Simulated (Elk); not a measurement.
## A self-consistent single point of La (P6_3/mmc, 4 atoms in the cell) with Elk

Method: PBE, all-electron FP-LAPW, Elk's shipped species files, APW+lo basis with extra local orbitals (Elk).

Input:

```
tasks
  0

xctype
  20

rgkmax
  7.5

gmaxvr
  16.0

nxlo
  2

lorbcnd
  .true.

lmaxi
  3

stype
  3

swidth
  0.00367493

avec
    3.5621337437   -6.1697966274    0.0000000000
    3.5621337437    6.1697966274    0.0000000000
    0.0000000000    0.0000000000   22.9790696754

atoms
  1   : nspecies
  'La.in'   : spfname
  4   : natoms; atposl, bfcmt below
  0.0000000000  0.0000000000  0.5000000000    0.0 0.0 0.0
  0.0000000000  0.0000000000  0.0000000000    0.0 0.0 0.0
  0.3333333333  0.6666666667  0.2500000000    0.0 0.0 0.0
  0.6666666667  0.3333333333  0.7500000000    0.0 0.0 0.0

ngridk
  7 7 2
```

The program printed (abridged):

```
│ Elk code version 10.2.4 │

All units are atomic (Hartree, Bohr, etc.)

│ Ground-state run starting from atomic densities │

Lattice vectors :
   3.562133744      -6.169796627       0.000000000
   3.562133744       6.169796627       0.000000000
   0.000000000       0.000000000       22.97906968

Unit cell volume      :    1010.051477
Brillouin zone volume :   0.2455817542

Muffin-tin inner radius fraction :   0.1000000000E-01

Nuclei treated as point charges

Species :    1 (La)
 parameters loaded from : La.in
 name : lanthanum
 nuclear charge    :   -57.00000000
 electronic charge :    57.00000000
 atomic mass :    253209.2364
 muffin-tin radius :    2.800000000
 number of radial points in muffin-tin :    697
 atomic positions (lattice), magnetic fields (Cartesian) :
   1 :   0.00000000  0.00000000  0.00000000    0.00000000  0.00000000  0.00000000
   2 :   0.00000000  0.00000000  0.50000000    0.00000000  0.00000000  0.00000000
   3 :   0.33333333 -0.33333333 -0.25000000    0.00000000  0.00000000  0.00000000
   4 :  -0.33333333  0.33333333  0.25000000    0.00000000  0.00000000  0.00000000

Total number of atoms per unit cell :    4

Spin treatment :
 spin-unpolarised

Number of Bravais lattice symmetries :   24
Number of crystal symmetries         :   24
Crystal has inversion symmetry
Real symmetric eigensolver will be used

k-point grid :      7     7     2
k-point offset :    0.000000000       0.000000000       0.000000000
k-point set is reduced with full crystal symmetry group
Total number of k-points :       16

Muffin-tin radius times maximum |G+k| :    7.500000000
 using average radius
Maximum |G+k| for APW functions       :    2.678571429
Maximum (1/2)|G+k|²                   :    3.587372449
Maximum |G| for potential and density :    16.00000000
 potential will be trimmed for |G| > 2 gkmax
Constant for pseudocharge density :   11
Radial integration step length :    4

G-vector grid sizes :     40    40   120
Number of G-vectors :    69801

Maximum angular momentum used for
 APW functions                      :    8
 outer part of muffin-tin           :    6
 inner part of muffin-tin           :    3

Total nuclear charge    :   -228.0000000
Total core charge       :    184.0000000
Total valence charge    :    44.00000000
Total excess charge     :    0.000000000
Total electronic charge :    228.0000000

Effective Wigner radius, rₛ :    1.018841634

Number of empty states         :   16
Total number of valence states :   38
Total number of core states    :  184

Conduction state local-orbitals added automatically
Total number of local-orbitals :  312

Exchange-correlation functional :     20     0     0
 Perdew-Burke-Ernzerhof, Phys. Rev. Lett. 77, 3865 (1996)
 gradient requirement :    1
 generalised gradient approximation (GGA)

Smearing type :    3
 Fermi-Dirac
Smearing width :   0.3674930000E-02
Effective electronic temperature (K) :    1160.451112

Mixing type :    3
 Broyden mixing, J. Phys. A: Math. Gen. 17, L317 (1984)

Kohn-Sham potential initialised from atomic data

│ Self-consistent loop started │
│ Loop number : 1 │
 total energy                :     -34012.3081074
│ Loop number : 2 │
 total energy                :     -34012.2111703
RMS change in Kohn-Sham potential (target) :   0.9339546901E-01 (  0.1000000000E-05)
Absolute change in total energy (target)   :   0.9693712205E-01 (  0.1000000000E-03)
│ Loop number : 3 │
 total energy                :     -34010.2720397
RMS change in Kohn-Sham potential (target) :   0.8465729786E-01 (  0.1000000000E-05)
Absolute change in total energy (target)   :    1.963364923     (  0.1000000000E-03)
│ Loop number : 4 │
 total energy                :     -34004.1330066
RMS change in Kohn-Sham potential (target) :   0.5781951913E-01 (  0.1000000000E-05)
Absolute change in total energy (target)   :    6.629874290     (  0.1000000000E-03)
│ Loop number : 5 │
 total energy                :     -33996.0628331
RMS change in Kohn-Sham potential (target) :   0.2176453500E-01 (  0.1000000000E-05)
Absolute change in total energy (target)   :    9.727642064     (  0.1000000000E-03)
│ Loop number : 6 │
 total energy                :     -33992.3903958
RMS change in Kohn-Sham potential (target) :   0.5719477789E-02 (  0.1000000000E-05)
Absolute change in total energy (target)   :    6.104347792     (  0.1000000000E-03)
│ Loop number : 7 │
 total energy                :     -33991.0062069
RMS change in Kohn-Sham potential (target) :   0.4080415549E-03 (  0.1000000000E-05)
Absolute change in total energy (target)   :    2.910275867     (  0.1000000000E-03)
│ Loop number : 8 │
 total energy                :     -33990.9884241
RMS change in Kohn-Sham potential (target) :   0.2036300496E-03 (  0.1000000000E-05)
Absolute change in total energy (target)   :   0.7453517878     (  0.1000000000E-03)
│ Loop number : 9 │
 total energy                :     -33990.9809883
RMS change in Kohn-Sham potential (target) :   0.9040765842E-04 (  0.1000000000E-05)
Absolute change in total energy (target)   :   0.1937737410     (  0.1000000000E-03)
│ Loop number : 10 │
 total energy                :     -33990.9730003
RMS change in Kohn-Sham potential (target) :   0.1611233246E-04 (  0.1000000000E-05)
Absolute change in total energy (target)   :   0.5643146935E-01 (  0.1000000000E-03)
│ Loop number : 11 │
 total energy                :     -33990.9711567
RMS change in Kohn-Sham potential (target) :   0.9203434558E-05 (  0.1000000000E-05)
Absolute change in total energy (target)   :   0.1595141509E-01 (  0.1000000000E-03)
│ Loop number : 12 │
 total energy                :     -33990.9691305
RMS change in Kohn-Sham potential (target) :   0.1230397262E-05 (  0.1000000000E-05)
Absolute change in total energy (target)   :   0.6014073682E-02 (  0.1000000000E-03)
│ Loop number : 13 │
 total energy                :     -33990.9689946
RMS change in Kohn-Sham potential (target) :   0.1113857297E-05 (  0.1000000000E-05)
Absolute change in total energy (target)   :   0.1639427341E-02 (  0.1000000000E-03)
│ Loop number : 14 │
 total energy                :     -33990.9690413
RMS change in Kohn-Sham potential (target) :   0.1989270364E-06 (  0.1000000000E-05)
Absolute change in total energy (target)   :   0.3631651780E-03 (  0.1000000000E-03)
│ Loop number : 15 │
 total energy                :     -33990.9690375
RMS change in Kohn-Sham potential (target) :   0.9743393498E-07 (  0.1000000000E-05)
Absolute change in total energy (target)   :   0.9455609688E-04 (  0.1000000000E-03)
Convergence targets achieved

│ Loop number : 16 │

Energies :
 Fermi                       :     0.297550462465
 sum of eigenvalues          :     -20975.0218959
 electron kinetic            :      36373.7234963
 core electron kinetic       :      36157.4620567
 Coulomb                     :     -69547.8349080
 Coulomb potential           :     -56282.3248092
 nuclear-nuclear             :     -2514.15109385
 electron-nuclear            :     -77785.0428192
 Hartree                     :      10751.3590050
 Madelung                    :     -41406.6725034
 xc potential                :     -1066.42058306
 exchange                    :     -804.391646725
 correlation                 :     -12.4588300995
 electron entropic           :    -0.714437870262E-02
 total energy                :     -33990.9690329

Density of states at Fermi energy :    156.8744325
 (states/Hartree/unit cell)

Estimated indirect band gap :   0.2442419956E-02
 from k-point      6 to k-point      2
Estimated direct band gap   :   0.4013007308E-02
 at k-point     16

Charges :
 core                        :    184.0000000
 valence                     :    44.00000000
 interstitial                :    9.483898514
 muffin-tins (core leakage)
  species :    1 (La)
   atom    1                 :    54.63173350     (  0.2215401026E-03)
   atom    2                 :    54.63173350     (  0.2215401026E-03)
   atom    3                 :    54.62631724     (  0.2212890628E-03)
   atom    4                 :    54.62631724     (  0.2212890628E-03)
 total in muffin-tins        :    218.5161015
 total calculated charge     :    228.0090842
 total charge                :    228.0000000
 error                       :   0.9084157527E-02

│ Self-consistent loop stopped │
```

The run converged in 16 iterations. The count includes the last loop, which Elk runs after its targets are met.

The starting cell has typed, rounded lattice constants, without a prior relaxation at this level. Values depend on the basis (sphere radii, cutoffs, local orbitals), which need not be converged. The log's line on a gap gives a spacing of levels on this mesh, which the program prints for metals too.

Cost on one core of a shared machine: roughly 30 s.
